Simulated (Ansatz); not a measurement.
# Pressure series in As

Start from As in the A7 type structure (space group R-3m, No. 166; layered).

```
As
1.0
    1.89202     1.09236     3.36884
   -1.89202     1.09236     3.36884
    0.00000    -2.18472     3.36884
As
2
Direct
  0.23031   0.23031   0.23031
  0.76969   0.76969   0.76969
```

Cell and atoms are relaxed at each pressure.

Levels (all Ansatz, a quantum-chemistry and plane-wave program, PAW, earlier PAW set): PBE-D3(BJ) (420 eV, no SOC); PBEsol-D3(BJ) (420 eV, without spin-orbit coupling).

The base cell above is that of PBE-D3(BJ); each level relaxes its own structures.

```csv
case,"lattice parameter a, PBE-D3(BJ)","lattice parameter a, PBEsol-D3(BJ)"
pressure −2 GPa,3.807 Å,3.770 Å
pressure −1 GPa,3.796 Å,3.758 Å
pressure 0.3 GPa,3.780 Å,3.742 Å
pressure 0.7 GPa,3.776 Å,3.738 Å
pressure 1.5 GPa,3.766 Å,3.729 Å
pressure 3 GPa,3.750 Å,3.714 Å
pressure 5 GPa,3.728 Å,3.695 Å
pressure 7.5 GPa,3.704 Å,3.672 Å
pressure 10 GPa,3.681 Å,3.649 Å
```

PBE-D3(BJ) lies above PBEsol-D3(BJ) in every row, by 0.032 Å to 0.038 Å. They put the cases in the same order.

A case with no gap was solved on a k-mesh chosen for an insulator, which is coarse for it. Load acts through the strain it causes; cell and atoms are relaxed under it. Whether these cells are dynamically stable was not tested. No other phases were tried under pressure.
